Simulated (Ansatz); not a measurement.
Consider Ir in the fcc (Cu type) structure (space group Fm-3m, No. 225; a = 3.8450 Å; relaxed with 0.1 eV smearing). Axes: x, y, z lie along the cube axes.

All numbers come from DFT with r2SCAN, PAW potentials and a 500 eV plane-wave cutoff in Ansatz (a quantum-chemistry and plane-wave program), no SOC.

For the base:

The pressure is 0.0 GPa.

One thing is altered: tensor shear ε_xy = +0.86 % (engineering shear γ = 0.0172), atoms relaxed at fixed cell.

Q: What happens to the energy relative to the base and pressure?

A: The energy grows by 3.6 meV/atom; the pressure (mean of the normal stresses, compression positive) goes from zero to 0.2 GPa.

The cells carry an imposed strain or load. Whether these cells are dynamically stable was not tested. The final runs are not spin-polarised.
